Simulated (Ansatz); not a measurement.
Abridged Ansatz (a first-principles code) output:

```
Relaxation: its limit of steps is 60 (relax.max_steps)
Pseudopotential: Sc, paw, valence charge 11
Pseudopotential: Cl, paw, valence charge 7
Crystal: 4 atoms, lattice volume = 127.167 Å³
Basis set: ecut = 420 eV, 2517 PW (Γ), exchange–correlation on 72×72×72 points (8 copies of the dense FFT grid, shifted against one another)
Bands: 20, of which v1, the nominal top of the filled ones, is band 16 counted from 1 (15 counted from 0)
Symmetry: 48 space group operations
k-points: 20 of 343
Functional: x = pbe(κ = 0.804, μ = 0.2195149727645171), c = pbe(β = 0.06672455060314922)
SCF iter   1: F=—  HF=-5382.360325 eV  |F-HF|=—  |Δ(HF+E_count)|=         —  Δρ=1.18e-3  dr2=3.30e-3  ethr=1.77e-3  ⟨swp⟩=6.5  Hψ=2053  notcnv=0
SCF iter   2: F=—  HF=-5382.359945 eV  |F-HF|=—  |Δ(HF+E_count)|=   3.80e-4  Δρ=4.00e-4  dr2=1.79e-4  ethr=1.03e-5  ⟨swp⟩=2.3  Hψ=840  notcnv=0
SCF 1 converged in 6 iterations: F = -5382.359601 eV  dr2 = 7.00e-9
relax step   1: F+E_penalty+E_count = -5382.35960142 eV  Δ(F+E_penalty+E_count) = +0.000e0 eV  max|allowed force component| = 1.389e-30 eV/Å  Δτ_max = 0.0000 Å  P = -0.997 GPa  Ω = 127.167 Å³  (6 SCF iters, dr2 threshold 1.00e-7 eV, accepted)
[... steps on the carried basis left out ...]
relax step   4: F+E_penalty+E_count = -5382.32517556 eV  Δ(F+E_penalty+E_count) = -1.353e-4 eV  max|allowed force component| = 4.470e-30 eV/Å  Δτ_max = 0.0000 Å  P = -1.994 GPa  Ω = 130.823 Å³  stress off target by 5.80e-3 GPa  SCF on the basis re-selected at this cell (its energy is not comparable with the rows above)  (7 SCF iters)
SCF converged after 7 iterations
Free energy (F): -5382.325176 eV
Internal energy: -5382.325176 eV  (E = F + TS)
E sigma→0 (E₀):  -5382.325176 eV
Fermi energy:    1.415070 eV
--- Forces (eV/Å), atoms counted from 1 ---
  atom   1  Sc     0.00000000     0.00000000    -0.00000000
  atom   2  Cl     0.00000000     0.00000000     0.00000000
  atom   3  Cl     0.00000000     0.00000000     0.00000000
  atom   4  Cl    -0.00000000     0.00000000     0.00000000
--- Stress (GPa, compression-positive) ---
       -1.994203      -0.000000       0.000000
       -0.000000      -1.994203       0.000000
        0.000000       0.000000      -1.994203
  P = ⅓ Tr σ = -1.9942 GPa (-19.942 kbar)
--- Relaxed structure (3 steps of the walk, 3 accepted, 1 SCFs on fresh bases) ---
  cell:  # Å, volume = 130.8235 Å³
    - [5.076470756339098, 8.345696425678021e-34, 0.0]
    - [8.345696425678021e-34, 5.076470756339098, 0.0]
    - [0.0, 0.0, 5.076470756339098]
  atoms:
    - { symbol: Sc, position: [8.844145036430885e-49, -4.989004892345627e-49, -8.163826187474663e-49] }
    - { symbol: Cl, position: [0.49999999999999994, -3.4104477700776416e-48, 9.070917986082967e-50] }
    - { symbol: Cl, position: [-1.5896783770610386e-47, 4.580813582971894e-48, 0.49999999999999994] }
    - { symbol: Cl, position: [-3.5601225938428046e-48, 0.49999999999999994, 1.542056057634103e-48] }
```

Task: What was computed, and what are the main results?

Result: ScCl3, 4 atoms in the cell, with Kohn–Sham DFT with the PBE functional, run in Ansatz with PAW and 420 eV plane waves, without spin-orbit coupling, from a series relaxed to a target (pressure −2 GPa). The last SCF converged to F = -5382.325176 eV, or -1345.5813 eV per atom, at a pressure of -1.99 GPa. The total energy compares only with runs of the same code, potentials and settings.

Load acts through the strain it causes; cell and atoms are relaxed under it. No phonon test of stability was made. The final runs are not spin-polarised. The cell was made from ScCl$_{3}$ in the ReO3 type structure (space group Pm-3m, No. 221; a hypothetical phase, not in the database extracts checked) by this change: pressure −2 GPa.

Keys are those of Ansatz 0.2.
